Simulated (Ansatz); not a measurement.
Base system: MgO (space group P4_2/mnm, No. 136; a = 5.5103 Å, c = 3.2763 Å; a hypothetical phase, not in the database extracts checked).

Perturbation: the cell is scaled by 0.9824 in all directions; the atoms relax in the strained cell.

Levels (all Ansatz, an electronic-structure program, PAW): PBEsol (420 eV, no spin-orbit coupling); r2SCAN (500 eV, scalar-relativistic without spin-orbit coupling).

The geometry is relaxed with PBEsol.

| Item | Result |
|---|---|
| PBEsol pressure | 6.76 GPa |
| PBEsol lowest conduction level above the VBM at special points | Γ 3.61 eV; X 5.83 eV; M 6.82 eV; A 7.25 eV |
| PBEsol gap character | indirect, M–Γ (86 % along) → Γ |

### Question
What does r2SCAN give at this geometry for the pressure, lowest conduction level above the VBM at special points and gap character?

### Answer
The pressure drops by 0.73 GPa, from 6.76 GPa to 6.03 GPa; the lowest conduction level above the VBM at special points goes from Γ 3.61 eV; X 5.83 eV; M 6.82 eV; A 7.25 eV to Γ 4.39 eV; X 6.62 eV; M 7.61 eV; A 8.10 eV; the gap character remains indirect, M–Γ (86 % along) → Γ.

Single points use the geometry relaxed with PBEsol. Their cutoffs differ, which shifts pressures a little. Stability against distortions was not tested.
